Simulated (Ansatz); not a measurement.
## Ba₂N (R-3m, No. 166, 3 atoms in the cell; start mp-1892)

Method: PBEsol (Ansatz, an electronic-structure program, PAW).

Settings: plane-wave cutoff 520 eV, 16×16×16 k mesh, Fermi–Dirac smearing 0.05 eV, scalar-relativistic PAW data made under PBE.

Cell (relaxed at this level):

```cif
data_Ba6N3
_chemical_formula_sum 'Ba6 N3'
_space_group_name_H-M_alt 'R-3m :H'
_space_group_IT_number 166
_space_group_name_Hall '-R 3 2"'
_cell_length_a 3.92468
_cell_length_b 3.92468
_cell_length_c 22.46091
_cell_angle_alpha 90.000
_cell_angle_beta 90.000
_cell_angle_gamma 120.000
loop_
_atom_site_label
_atom_site_type_symbol
_atom_site_symmetry_multiplicity
_atom_site_Wyckoff_symbol
_atom_site_fract_x
_atom_site_fract_y
_atom_site_fract_z
_atom_site_occupancy
Ba1 Ba 6 c 0.00000 0.00000 0.26752 1
N1 N 3 a 0.00000 0.00000 0.00000 1
```
(The calculation used a cell of 3 atoms; values per cell refer to that cell.)

band gap: none

Note: the relaxation could not lower the start's symmetry, so the cell can be a saddle point above a distorted one; the cell has widely spaced layers and the level no dispersion term, so their spacing and the moduli can rest on weak binding.

Spin–orbit coupling is not included; it can open a gap where bands touch, and shift volumes and moduli.

Computed values are for the static lattice.

A start named mp-… is a Materials Project structure, which need not be a measured phase.
